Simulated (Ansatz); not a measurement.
The starting structures come from a database of crystals and need not be the phases stable at ambient conditions.

By PBEsol, the system below comes out a metal.

The ballistic (Sharvin) conductance counts the channels at the Fermi level: G/A = (e²/h) × channels of both spins per area.

Input:

```
Rh3Si2
1.0
    3.89009     0.00000     0.00000
   -1.94504     3.36892     0.00000
    0.00000     0.00000     5.06209
Si Rh
2 3
Direct
  0.33333   0.66667   0.19911
  0.66667   0.33333   0.80089
  0.33333   0.66667   0.67364
  0.66667   0.33333   0.32636
  0.00000   0.00000   0.00000
```

Space group of this cell: P-3m1. The cell is strained (lengths across the current scaled by 0.98, ions clamped); by PBEsol its mean pressure is 7.9 GPa.

The current flows along the normal of the first two printed cell vectors, the (001) (indices of the unstrained crystal) plane of the conventional cell. No spin-orbit coupling; the value is a mean over 0.1 eV about the Fermi level.

Estimate the ballistic conductance per area that PBEsol in Ansatz (a first-principles code) returns for this system.

0.49 × 10¹⁵ S/m² for both spins.
